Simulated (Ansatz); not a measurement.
Amorphous In$_{9}$Ga$_{9}$Zn$_{9}$O$_{37}$Li$_{2}$, 66 atoms at 5.79 g/cm³, one PBE-relaxed geometry, zone centre. Methods: PBE, scalar-relativistic without spin-orbit coupling (Ansatz, a program for electronic structure); r2SCAN, scalar-relativistic without spin-orbit coupling (Ansatz); HSE06, scalar-relativistic without spin-orbit coupling (Ansatz). Plane waves to 420 eV (r2SCAN 500 eV); exact exchange is cut at the cell's faces. All rungs ran without spin polarisation.

Preparation: random packing, a CHGNet melt and quench, and a DFT relaxation. O atoms were pushed apart under 1.9 Å during the dynamics, to hinder bonds among them. The hot cell started wider than the set density and was brought back towards it in steps. It is the lowest in DFT energy of 2 quenches. It is a model cell: composition and starting density were chosen by hand, and all elements were melted together. No dispersion term was used. Its density started from a set value of 5.79 and ended at 5.79 g/cm³. The quench (nominally 260 K/ps over its main leg) was far faster than any real one, so the model tends to hold more defects than a real film. One small periodic cell is one sample of the glass; other quenches scatter about these values. The volume was held where the preparation left it and the shape relaxed, at a PBE pressure of 0.9 GPa. Stress components on the final sampling reach 1.0 GPa.

The relaxation ran on the zone centre alone. At PBE the gap is 0.87 eV on a 2×2×2 Γ-centred mesh, and the spacing at the zone centre alone 0.92 eV.

Question: What zone-centre spacing does r2SCAN give, roughly?

Answer: 1.36 eV (+0.44 eV against PBE).

Question: What zone-centre spacing does HSE06 give, roughly?

Answer: 2.47 eV (+1.55 eV against PBE).

The highest filled and the lowest empty state spread over these numbers of atoms (participation numbers): PBE: 13.8 and 60.9; r2SCAN: 12.1 and 59.8; HSE06: 6.0 and 59.2.
